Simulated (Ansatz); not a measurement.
B2O3 (Cmc2₁, No. 36, 10 atoms in the cell; start mp-717; high-pressure phase) was calculated with PBE0 in Ansatz (plane waves, PAW).

Run with plane-wave cutoff 460 eV, 6×6×6 k mesh, Fermi–Dirac smearing 0.01 eV, scalar-relativistic PAW data made under PBE.

Cell (relaxed with PBEsol):

B2O3 has the orthorhombic space group Cmc2₁ (No. 36), Pearson symbol oS20. Cell: a = 7.8265 Å, b = 4.6250 Å, c = 4.1350 Å, α = 90.00°, β = 90.00°, γ = 90.00°. B on 8b is surrounded by 1 O at 1.381 Å and 3 O at 1.498–1.515 Å (tetrahedral). O1 on 4a has 2 B at 1.381 Å (bent). O2 on 8b has 3 B at 1.498–1.515 Å (trigonal planar). (Neighbours: up to the widest gap in distance over summed covalent radii, below 1.35, at either atom.)
(The calculation used a cell of 10 atoms; values per cell refer to that cell.)

Question: Give the computed band gap and smallest direct gap on the k points sampled.

Answer: 
band gap: 11.37 eV (on the SCF k mesh) (indirect)
smallest direct gap on the k points sampled: 11.60 eV

Note: cell and atoms aren't relaxed at this level (largest force component 0.16 eV/Å, pressure -3.2 GPa).

A start named mp-… is a Materials Project structure, which need not be a measured phase.

Ansatz is a program for electronic structure.
